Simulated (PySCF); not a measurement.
PySCF 2.14.0, unrestricted PBE/def2-svp, df: Cu(F)(OH)(NH3)2 ([NH3]->[Cu](<-[NH3])([OH])[F]), charge 0, multiplicity 2, 12 atoms. The geometry is a generated start, not checked to be a minimum at this level.

```
Quantity                      Result
-------------------  ---------------
task                          energy
method                           pbe
basis                       def2-svp
two-electron scheme  density fitting
mol.max_memory              16000 MB
mf.max_cycle                     100
mf.conv_tol          1e-09 (default)
mf.grids.level           3 (default)
basis functions                  122
grid points                   145448
```

Hardware: Arm Neoverse V2, 96 cores on 1 socket, no SMT, 1 L3 cache group; 94 cores' worth of CPU time may be used.

Each time is the median wall time of two to five repeats, run one at a time on the otherwise empty machine; start-up is included. Processes are pinned to neighbouring cores unless said otherwise. The times hold for this build (PyPI wheel: OpenMP (GNU), a bundled serial OpenBLAS 0.3.3 under its C layer, NumPy's threaded OpenBLAS held to generic ARMv8 kernels, libcint, Libxc). Scratch files lie in a memory file system.

All on 16 threads, 1 BLAS thread. Base settings, kept where nothing else is said: mf.init_guess = minao (default), mf.DIIS = CDIIS (default), mf.diis_space = 8 (default), mf.level_shift = 0 (default). The settings tried:
- mf.init_guess = huckel
- mf.init_guess = 1e
- mf.init_guess = sap
- the base settings
- mf.DIIS = EDIIS
- mf.level_shift = 0.5 Hartree
- mf.diis_space = 16
- mf.init_guess = atom
- mf.DIIS = ADIIS
- mf.diis_space = 4
- mf.level_shift = 0.2 Hartree

### Question
Name the extremes: fewest Fock builds (products with the orbital Hessian counted alike), shortest time, and any that don't converge.

### Answer
Fewest Fock builds (products with the orbital Hessian counted alike): mf.init_guess = atom (16). Shortest time: mf.init_guess = atom, 4.2 s. No convergence: mf.DIIS = EDIIS (without SCF convergence in 100 cycles).

| setting | Fock builds (products with the orbital Hessian counted alike) | SCF cycles | wall time |
|---|---|---|---|
| mf.init_guess = atom | 16 | 14 | 4.2 s |
| mf.diis_space = 16 | 18 | 16 | 4.6 s |
| the base settings | 19 | 17 | 4.9 s |
| mf.init_guess = sap | 21 | 19 | 5.3 s |
| mf.init_guess = huckel | 22 | 20 | 5.5 s |
| mf.DIIS = ADIIS | 32 | 30 | 8.0 s |
| mf.diis_space = 4 | 33 | 31 | 8.1 s |
| mf.init_guess = 1e | 40 | 38 | 9.5 s |
| mf.level_shift = 0.2 Hartree | 52 | 50 | 12 s |
| mf.level_shift = 0.5 Hartree | 56 | 54 | 13 s |
| mf.DIIS = EDIIS | 101 | 100 | not converged |

8 planned settings were not run, for want of time.
